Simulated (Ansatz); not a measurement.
Effective masses and thermopower of NaCl (Fm-3m)

```yaml
crystal:
  lattice:
    - [0.00000, 2.80100, 2.80100]
    - [2.80100, 0.00000, 2.80100]
    - [2.80100, 2.80100, 0.00000]
  atoms:
    - { symbol: Na, position: [0.00000, 0.00000, 0.00000] }
    - { symbol: Cl, position: [0.50000, 0.50000, 0.50000] }
```

The numbers are results of PBEsol, rigid bands (plane waves, PAW, scalar-relativistic; Ansatz, a first-principles code), not measurements. Cell: cell and atoms relaxed with PBEsol.

```yaml
band_gap: 5.01 eV
electron conductivity mass (300 K, dilute): 0.40 mₑ
hole conductivity mass (300 K, dilute): 3.1 mₑ
effective density of states N_c (300 K): 6.2e18 cm⁻³
effective density of states N_v (300 K): 4.9e20 cm⁻³
density_of_states_mass_electrons: 0.39 mₑ
density_of_states_mass_holes: 7.3 mₑ
Seebeck coefficient, n-type 1e19 cm⁻³, 300 K: -186 μV/K
best n-type power factor at 300 K for τ = 10 fs (best axis; densities from 1e16 to 1e21 cm⁻³ tried, whether or not they can be reached): 2.6 μW/(cm·K²) at 3e19 cm⁻³
Seebeck coefficient, p-type 1e19 cm⁻³, 300 K: 551 μV/K
```

Rigid bands; masses and Seebeck coefficients take one relaxation time τ for all states and one kind of carrier; polarons and phonon drag are left out. Spin-orbit coupling is left out; where it splits the top of the valence band, N_v and the p-type Seebeck coefficient come out somewhat high without it.
